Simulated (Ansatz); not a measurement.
A working Ansatz (an electronic-structure program) input for YZn5 (P6/mmm, 6 atoms in the cell) (DFT, PBEsol, plane waves, default PAW files made with PBE):

Ansatz 0.2 input:
```yaml
crystal:
  lattice:
    - [5.185000, 0.000000, 0.000000]
    - [-2.592500, 4.490342, 0.000000]
    - [0.000000, 0.000000, 4.382000]
  atoms:
    - { symbol: Zn, position: [0.500000, 0.000000, 0.500000] }
    - { symbol: Zn, position: [0.500000, 0.500000, 0.500000] }
    - { symbol: Zn, position: [0.000000, 0.500000, 0.500000] }
    - { symbol: Zn, position: [0.333333, 0.666667, 0.000000] }
    - { symbol: Zn, position: [0.666667, 0.333333, 0.000000] }
    - { symbol: Y, position: [0.000000, 0.000000, 0.000000] }
kpoints:
  mp_grid: { grid: [6, 6, 6] }
hamiltonian:
  xc: pbesol
  pseudopotentials: { kind: paw }
scf:
  occupations: { method: cold, width: 0.136 }
output:
  forces: true
  eigenvalues: true
  stress: true
```

The run converged in 9 iterations: free energy E − TS (on the zero of these files) -20201.3490 eV; Fermi level (on the code's own zero) 11.05 eV; pressure -3.85 GPa. Each of these slips is then made, one at a time:

(1)
```diff
-  occupations: { method: cold, width: 0.136 }
+  occupations: { method: cold, width: 1.0 }
```

(2)
```diff
-    - [5.185000, 0.000000, 0.000000]
-    - [-2.592500, 4.490342, 0.000000]
-    - [0.000000, 0.000000, 4.382000]
+    - [9.798230, 0.000000, 0.000000]
+    - [-4.899115, 8.485517, 0.000000]
+    - [0.000000, 0.000000, 8.280780]
```

Problem. Predict the outcome of each change.

Solution. 
(1) A smearing width that is far too large. The run converged in 8 iterations without an error; against the sound input the free energy rises by 9.2 meV/atom and the pressure goes from -3.85 to -3.72 GPa.

(2) Cell lengths in the wrong unit (bohr against Å). The run converged in 11 iterations without an error; against the sound input the free energy goes up by 2.36 eV/atom and the pressure goes from -3.85 to -0.26 GPa.

The starting cell comes from a database of published, mostly measured structures (it also holds non-ambient and calculated ones), without a prior relaxation at this level. In the base run, with a pressure of about -4 GPa the cell is away from its equilibrium volume at this level. Ansatz's pressure includes its estimate of the finite-basis (Pulay) stress.

Left out of this page: 3 runs of the series outside the window shown, repeating another row's setting, or not comparable; 1 run of the series stopped by limits of time or memory.
